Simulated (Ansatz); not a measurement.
The parent structure is K in the bcc (W type) structure (space group Im-3m, No. 229; a = 5.212 Å).

Method: PBEsol/PAW in Ansatz (a program for electronic structure), spin-orbit coupling left out.

One change was made to it. Results:

```json
[
 {"quantity": "density", "base": "0.92 g/cm³", "after": "1.65 g/cm³"},
 {"quantity": "band gap", "base": "zero", "after": "zero"}
]
```

**Question.** What was done to the base?
A. K → Ca
B. K → La
C. K → H

**Answer.** A, K → Ca. For comparison, the density in the other runs: K → La gives 6.65 g/cm³; K → H gives 0.57 g/cm³.

Stability against distortions was not tested. For La in this form, whether it has been made was not checked. The final runs are not spin-polarised. This is not the structure that Ca has at room temperature and ambient pressure. This is not the structure that La has at room temperature and ambient pressure.
